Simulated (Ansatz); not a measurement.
System: interstitial Ag in rock-salt AgCl (charge state +1). The step: several atoms move together, Ag the farthest; the atom moves 2.22 Å along (-0.18, 0.18, -0.30) of the unit cell; the moving atom starts with neighbours 2 Ag at 2.99, 2 Ag at 3.00; 2 Cl at 2.53, Cl at 2.54, Cl at 3.08 Å and ends with 2 Ag at 2.99, 2 Ag at 3.00; 2 Cl at 2.53, Cl at 2.54, Cl at 3.08 Å. DFT values are from Ansatz (plane-wave PAW, 420 eV unless said) in a cell of 64 host sites, spin-restricted, static, with no finite-size correction. The charge state is imposed; whether it is stable for some Fermi level was not computed. Sites that were not tried may lie lower. For the PBE band: the program found a first-order saddle point.

| Level | Forward barrier (eV) | Cost of the band or of the saddle's single point |
|---|---|---|
| PBE, one k-point at (0.250, 0.250, 0.250), band relaxed | 0.18 | roughly 4 core-hours |
| PBE, a 2×2×2 k-point mesh shifted by half a step, same geometries | 0.18 | roughly 8 core-minutes |
| r2SCAN at 500 eV, one k-point at (0.250, 0.250, 0.250), same geometries | [?] | about 6 core-minutes (a rough figure) |

Task: Fill in the missing entries.

Result: 
- r2SCAN at 500 eV, one k-point at (0.250, 0.250, 0.250), same geometries, Forward barrier (eV): 0.24

Ansatz is a program for electronic structure.
